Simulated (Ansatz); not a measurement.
Quick settings and what they miss: Hf3Si2 (P4/mbm, 10 atoms in the cell)

Self-consistent single point.

```
CELL_PARAMETERS angstrom
      6.87591     0.00000     0.00000
      0.00000     6.87591     0.00000
      0.00000     0.00000     3.60357
ATOMIC_POSITIONS crystal
  Hf 0.67323 0.82677 0.50000
  Hf 0.32677 0.17323 0.50000
  Hf 0.17323 0.67323 0.50000
  Hf 0.82677 0.32677 0.50000
  Hf 0.50000 0.50000 0.00000
  Hf 0.00000 0.00000 0.00000
  Si 0.62360 0.12360 0.00000
  Si 0.37640 0.87640 0.00000
  Si 0.87640 0.62360 0.00000
  Si 0.12360 0.37640 0.00000
```

Method of the run: PBEsol, PAW files made with PBE (plane waves; Ansatz, a quantum-chemistry and plane-wave program).

Base settings: basis.ecutwfc = 420 eV; kpoints.mp_grid.grid = 5 5 10; hamiltonian.xc = pbesol; hamiltonian.pseudopotentials = {kind: paw} (the program's default PAW files); scf.occupations.method = cold; scf.occupations.width = 0.1 eV.

Tight run (finer mesh or higher cutoff; not a proven limit): basis.ecutwfc: 420 eV → 590 eV; kpoints.mp_grid.grid: 5 5 10 → 7 7 14; scf.convergence.dr2_threshold: default (1e-07 eV) → 1e-09 eV. It gave Fermi level (on the code's own zero) 17.41 eV; pressure 5.18 GPa; largest force (vector length) 0.110 eV/Å.

Quick runs, as changes from the base:
- A: the base itself
- B: basis.ecutwfc: 420 eV → 210 eV; kpoints.mp_grid.grid: 5 5 10 → 2 2 2; scf.occupations.width: 0.1 eV → 0.272 eV
- C: basis.ecutwfc: 420 eV → 210 eV; kpoints.mp_grid.grid: 5 5 10 → 8 8 8; hamiltonian.xc: pbesol → lda [LDA (PW92)]
- D: basis.ecutwfc: 420 eV → 295 eV; kpoints.mp_grid.grid: 5 5 10 → 8 8 8; scf.occupations.method: cold → fermi_dirac; scf.occupations.width: 0.1 eV → 0.2 eV; kpoints.mp_grid.shift: default → 0.5 0.5 0.5; scf.convergence.dr2_threshold: default (1e-07 eV) → 0.001 eV
- E: basis.ecutwfc: 420 eV → 250 eV; kpoints.mp_grid.grid: 5 5 10 → 3 3 3; hamiltonian.xc: pbesol → lda; scf.occupations.method: cold → fermi_dirac; scf.occupations.width: 0.1 eV → 0.136 eV; scf.convergence.dr2_threshold: default (1e-07 eV) → 0.0001 eV [LDA (PW92)]
- F: basis.ecutwfc: 420 eV → 335 eV; kpoints.mp_grid.grid: 5 5 10 → 2 2 2; kpoints.mp_grid.shift: default → 0.5 0.5 0.5; width narrowed by the program to 0.0372 eV

Energies are extrapolated to zero smearing width, which holds to low order in the width alone.

Dashes: energy of C, E, another energy zero.

† marks runs with another functional, U, potentials or spin treatment: their distance from the tight run is not a convergence error alone.

The count of work is k-points × plane waves × bands × iterations; it is no time. 

Pressures in the table are Ansatz's without its Pulay estimate, at a fixed set of plane waves; the tight run's value above holds the estimate.

The starting cell comes from a database of computed structures (which also holds hypothetical and non-ambient phases and stackings), without a prior relaxation at this level. Its lattice was rescaled by a random factor within 2.5 % of one. In the base run, with a pressure of about 5 GPa the cell is away from its equilibrium volume at this level.

```tsv
run	energy less tight (meV/atom)	pressure less tight (GPa)	largest miss in a force vector (eV/Å)	count of work / tight
A	0.4	-0.06	0.027	0.22
B	1928.2	-79.54	0.017	0.010
C†	–	-87.16	0.070	0.13
D	57.3	-5.61	0.017	0.090
E†	–	-33.68	0.093	0.012
F	-39.1	-0.86	0.385	0.0067
```

Among the runs at the tight run's level, the energy misses run from 0.4 to 1928.2 meV/atom.

Keys are those of Ansatz 0.2.
